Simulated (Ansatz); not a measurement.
Li on the 1x1 (110) surface of zinc-blende InP (cut with top plane In + P), one in a 1x1 cell, energies for each (25.1 Å²). Energies are against an atom of bcc Li, without zero-point or thermal terms; each row is named by its start.

Host crystal: zinc-blende InP, with a band gap (PBE, scalar-relativistic without spin-orbit coupling).

The numbers are results of PBE (plane waves to 420 eV, PAW; Ansatz, a first-principles code), not measurements.

Model: 11-atom slab, 8.9 Å thick at the start under the adsorbate (thin: gaps and levels are the slab's own), 6x4x1 mesh, Fermi-Dirac 0.01 eV, dipole correction, 4 atoms held, the rest relaxed; each run with such symmetry as its start has; spin-polarised, no spin-orbit, no U, no dispersion correction.

A negative adsorption energy means that the adsorbate is more stable on the surface than in its reference. Starts that drift may end in the same place. Heights count from the host atoms within 0.3 Å of the top one. Moments of ungapped slabs depend on the mesh.

| starting site | E_ads (eV) | height (Å) | nearest host atom (Å) | bonded to | change of the vacuum step (eV) | lateral drift (Å) | moment (μB) |
|---|---|---|---|---|---|---|---|
| top P | -0.25 | 0.68 | P 2.45 | 3 In + P | -1.05 | 2.4 | 0.8 |
| top In | -0.50 | 0.37 | P 2.56 | 2 In + 2 P | -0.70 | 2.7 | 0.8 |
| hollow In-In-P-P | -0.25 | 0.68 | P 2.45 | 3 In + P | -1.05 | 0.4 | 0.8 |
| hollow beside P | -0.25 | 0.68 | P 2.45 | 3 In + P | -1.06 | 2.3 | 0.8 |
| bridge In-P (span 5.2 Å) | -0.50 | 0.39 | P 2.54 | 2 In + 2 P | -0.74 | 1.4 | 0.8 |
